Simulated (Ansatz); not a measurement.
The parent structure is TiC in the rock salt structure (space group Fm-3m, No. 225; a = 4.3278 Å; relaxed with 0.1 eV smearing). Axes: x, y, z lie along the cube axes.

Method: plane-wave PAW DFT at the r2SCAN level (Ansatz, an electronic-structure program, 500 eV), no spin-orbit coupling.

Strains are applied to the cell and any free atomic positions relax; under biaxial strain the out-of-plane vector relaxes too; under stress the whole cell relaxes.

One change was made to it. Results:

| quantity | base | after |
|---|---|---|
| energy relative to the base (free energy F) | 0 meV/atom | +53 meV/atom |
| volume per atom | 10.13 Å³ | 10.77 Å³ |

Problem. Name the change that was made.
(A) biaxial strain +4.00 %, plane normal [001], relaxed out of plane
(B) biaxial strain +4.44 %, plane normal [111], relaxed out of plane
(C) uniaxial stress, 8 GPa tension along x

Solution. A, biaxial strain +4.00 %, plane normal [001], relaxed out of plane. For comparison, the energy relative to the base in the other runs: biaxial strain +4.44 %, plane normal [111], relaxed out of plane gives +66 meV/atom; uniaxial stress, 8 GPa tension along x gives +4.8 meV/atom.

Stability under load was not tested beyond the relaxation. All final runs are without spin polarisation.
